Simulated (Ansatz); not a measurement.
```yaml
crystal:
  lattice:
    - [2.55394, 0.00000, 0.00000]
    - [-1.27697, 2.21178, 0.00000]
    - [0.00000, 0.00000, 4.22685]
  atoms:
    - { symbol: B, position: [0.66667, 0.33333, 0.99972] }
    - { symbol: B, position: [0.33333, 0.66667, 0.49972] }
    - { symbol: N, position: [0.66667, 0.33333, 0.62528] }
    - { symbol: N, position: [0.33333, 0.66667, 0.12528] }
```

Space group of this cell: P6_3mc, wurtzite. The cell is taken as given; by r2SCAN its mean pressure is -4.7 GPa.

Computed with r2SCAN (plane waves, PAW; Ansatz, a program for electronic structure).

The current runs along the normal of the first two printed vectors; no spin-orbit coupling. Scaled by the factor s: both lengths across the current (ions clamped). Meshes 18×18×8 and 18×18 across the current in all rows.

```
s     mean pressure (GPa)  slowest mid-gap decay constant κ (1/Å)
----  -------------------  --------------------------------------
0.98                 11.7                                       ?
1.00                 -4.7                                   0.367
1.02                -18.3                                   0.390
```

Task: Take the slope of the slowest mid-gap decay constant κ against ln s from the two given rows, extrapolate to s = 0.98, and say what the run there gives.

Result: Slope = (0.390 − 0.367) / ln 1.02 = 1.16 1/Å. The line gives 0.367 + (1.16) × ln 0.98 = 0.344 1/Å. The run gives 0.346 1/Å, 0.002 1/Å over the line, 11 % of the predicted step.
